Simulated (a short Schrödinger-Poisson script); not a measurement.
Stack: gated Al0.2Ga0.8As/GaAs δ-doped gas, at 300 K.

| layer | material | thickness (nm) | Na (cm⁻³) |
|---|---|---|---|
| 1 | Al0.2Ga0.8As | 8 | - |
| 2 | Al0.2Ga0.8As | 5 | - |
| 3 | GaAs | 6000 | 8e15 |

The device is made up for the run: typed textbook-type constants, with dimensions and the other settings drawn at random. Al0.2Ga0.8As: permittivity 12.33, conduction-band edge (eV) 0.158, gap (eV) 1.673, electron mass (mₑ) 0.0836, Nv at 300 K (cm⁻³) 9e18. GaAs: permittivity 12.9, conduction-band edge (eV) 0, gap (eV) 1.424, Nv at 300 K (cm⁻³) 9e18.

Channel valleys (confinement mass, in-plane density-of-states mass, number): Γ 0.067, 0.067, 1. At the gate the conduction-band edge of layer 1 lies 0.91 eV − eVg above the Fermi level of the channel; the field vanishes at the back. Sheet of ionised δ-doping: +3.9e12 e/cm² at 8 nm from the gate. The barrier under the gate holds no holes. Gaps are held at their typed values at every temperature. Mesh 0.08 nm at interfaces.

From a short Schrödinger-Poisson script (our own, NumPy): 1D Poisson equation in equilibrium, electrons quantum, Hartree (BenDaniel-Duke, 40 states a valley, the channel's in-plane mass for all, wave functions free to enter the barrier), parabolic valleys, classical holes, full ionisation, no traps, pinning or gate leakage.

The same stack at other levels of the model or other numerical settings:

| run | sheet density of all electrons at Vg = 0.5 V (cm⁻²) | capacitance at Vg = 0.5 V (μF/cm²) | centroid of the channel electrons at Vg = 0.5 V (nm) | gate voltage at 1e11 electrons/cm² (V) | rough cost against the base |
|---|---|---|---|---|---|
| base | 4.40e11 | 0.557 | 6.00 | 0.38 | about 1 |
| electrons treated as classical, Boltzmann | 5.22e11 | 0.634 | 3.86 | 0.37 | 0.08 |
| electrons treated as classical, Fermi-Dirac | 4.76e11 | 0.569 | 4.66 | 0.37 | 0.2 |
| electrons treated as quantum, Hartree plus LDA exchange-correlation | 4.69e11 | 0.577 | 5.76 | 0.38 | about 1 |
| mesh six times as coarse | 4.40e11 | 0.557 | 5.95 | 0.38 | 0.2 |
| one subband a valley | 4.13e11 | 0.533 | 4.62 | 0.39 | 0.2 |

The classical rows ignore confinement, and Boltzmann statistics overrate the density once the band edge passes the Fermi level.
